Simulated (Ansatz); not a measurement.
Data:

```xyz
1
Lattice="-1.5880 1.5880 1.5645 1.5880 -1.5880 1.5645 1.5880 1.5880 -1.5645" Properties=species:S:1:pos:R:3 pbc="T T T"
Mo     0.0000     0.0000     0.0000
```

These are PBEsol with spin-orbit coupling, rigid bands (plane waves, PAW; Ansatz, an electronic-structure program) values and carry that method's errors. Condition of this run: biaxial strain xx = yy = +1.5 %, z clamped with spin-orbit coupling. Geometry: cell and atoms relaxed with PBEsol, then loaded as said.

Question: For narrow interconnects the product ρ₀λ of bulk resistivity and mean free path ranks metals, the lower the better. What is it here?

Answer: 6.3 ×10⁻¹⁶ Ω·m².

Question: And the Drude plasma energy and the root-mean-square Fermi velocity at 300 K?

Answer: 8.4 eV; 8.5e5 m/s.

A metal at this level (no band gap); rigid bands, thermally averaged at 300 K, both spins. τ is one relaxation time for all states; the product of resistivity and mean free path takes one path for all states instead.
